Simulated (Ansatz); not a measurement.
Partial pair distribution functions of a relaxed model of amorphous Ti$_{20}$O$_{40}$Cu, broadened by 0.06 Å; density 3.69 g/cm³. Calculation: PBE, scalar-relativistic without spin-orbit coupling (plane waves to 420 eV, PAW; Ansatz, a program for electronic structure). In the spin-polarised cell the level spacing at the Fermi energy can part levels of unlike spin.

Preparation: random packing, a CHGNet melt and quench, and a DFT relaxation. O atoms were pushed apart under 1.9 Å during the dynamics, to hinder bonds among them. The hot cell started wider than the set density and was brought back towards it in steps. It is the lowest in DFT energy of 2 quenches. It is a model cell: composition and starting density were chosen by hand, and all elements were melted together. No dispersion term was used. Its density started from a set value of 3.69 and ended at 3.69 g/cm³. The quench (nominally 360 K/ps over its main leg) was far faster than any real one, so the model tends to hold more defects than a real film. A cell of this size samples the disorder only roughly. The volume was held where the preparation left it, at a PBE pressure of 2.9 GPa. Stress components on the final sampling reach 4.4 GPa. On a 2×2×2 Γ-centred mesh force components of up to 0.15 eV/Å stay, since the relaxation ran on the zone centre alone.

```tsv
r (Å)	g Ti-O	g O-Cu	g Ti-Ti	g O-O
1.55	0.00	0.00	0.00	0.00
1.65	0.29	0.00	0.00	0.00
1.75	2.95	0.01	0.00	0.00
1.85	6.38	0.53	0.00	0.00
1.95	5.63	4.37	0.00	0.00
2.05	3.39	5.26	0.00	0.00
2.15	1.61	0.97	0.00	0.00
2.25	0.56	1.37	0.00	0.01
2.35	0.15	1.29	0.00	0.21
2.45	0.17	0.08	0.00	0.92
2.55	0.11	0.00	0.00	2.11
2.65	0.10	0.00	0.00	2.76
2.75	0.18	0.00	0.00	2.51
2.85	0.12	0.11	0.16	2.50
2.95	0.03	1.58	1.13	1.85
3.05	0.16	1.67	2.43	1.65
3.15	0.34	1.30	2.08	1.49
3.25	0.51	1.62	2.36	1.02
3.35	0.72	1.11	1.88	0.77
3.45	0.79	0.51	2.49	0.65
3.55	1.06	1.38	3.28	0.57
3.65	1.06	0.59	2.36	0.57
3.75	1.32	0.41	1.46	0.76
3.85	1.43	1.45	0.40	0.98
3.95	1.16	0.93	0.32	0.98
4.05	1.31	0.18	0.39	0.73
4.15	1.57	0.17	0.52	0.53
4.25	1.38	1.47	0.52	0.68
4.35	1.21	1.21	0.33	0.77
4.45	1.36	1.27	0.35	0.73
4.55	1.43	2.33	0.53	0.53
```

Within 2.54 Å each Ti has 5.35 O neighbours on average.
